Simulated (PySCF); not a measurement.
PySCF 2.14.0, PBE/def2-svpd, df: Hf(NH)(NH2)2 ([NH]=[Hf]([NH2])[NH2]), 9 atoms. The geometry is a generated start, not checked to be a minimum at this level.

| Quantity | Result |
|---|---|
| task | energy |
| method | pbe |
| basis | def2-svpd |
| two-electron scheme | density fitting |
| mol.max_memory | 3000 MB |
| mf.max_cycle | 100 |
| mf.conv_tol | 1e-09 (default) |
| mf.grids.level | 3 (default) |
| effective core potentials | those of the basis set, past Kr |
| basis functions | 135 |
| grid points | 114544 |

```xyz
9

Hf    -0.0650     0.0157    -0.0952
N     -0.7761    -1.4022    -1.1617
H     -0.4572    -2.3301    -0.8186
N      1.0760    -0.7021     1.4058
H      1.2008    -1.6966     1.5790
H      1.6728    -0.2117     2.0666
N     -0.6291     1.8130    -0.8850
H     -0.7961     2.6838    -0.3815
H     -1.2261     1.8303    -1.7095
```

Charge 0 and multiplicity 1 are set for this test and not shown to be the ground state.

With the defaults (mf.DIIS = CDIIS, mf.level_shift = 0, mf.diis = true, mf.diis_damp = 0, mf.damp = 0, mf.diis_start_cycle = 1, mf.diis_space = 8, mf.init_guess = minao) it converges in 15 Fock builds. One run each on 2 threads, 1 BLAS thread, with these changes:
- mf.level_shift = 1 Hartree
- mf.DIIS = EDIIS
- mf.diis_space = 5
- mf.diis = false, mf.damp = 0.7, mf.diis_start_cycle = 999
- mf.diis_damp = 0.3
- mf.level_shift = 0.3 Hartree
- mf.diis_space = 3
- mf.init_guess = atom
- mf.diis = false

Task: Which of these changes keep the SCF from converging, or lead it to another solution?

Result: No convergence: mf.DIIS = EDIIS; mf.level_shift = 1 Hartree; mf.diis = false (the run ends without SCF convergence in 100 cycles). The rest reach the solution of the defaults.

| setting | Fock builds | end |
|---|---|---|
| mf.diis_damp = 0.3 | 13 | same solution |
| the defaults | 15 | same solution |
| mf.init_guess = atom | 16 | same solution |
| mf.diis_space = 5 | 18 | same solution |
| mf.diis = false, mf.damp = 0.7, mf.diis_start_cycle = 999 | 25 | same solution |
| mf.level_shift = 0.3 Hartree | 34 | same solution |
| mf.diis_space = 3 | 45 | same solution |
| mf.DIIS = EDIIS | 101 | no convergence |
| mf.level_shift = 1 Hartree | 101 | no convergence |
| mf.diis = false | 101 | no convergence |
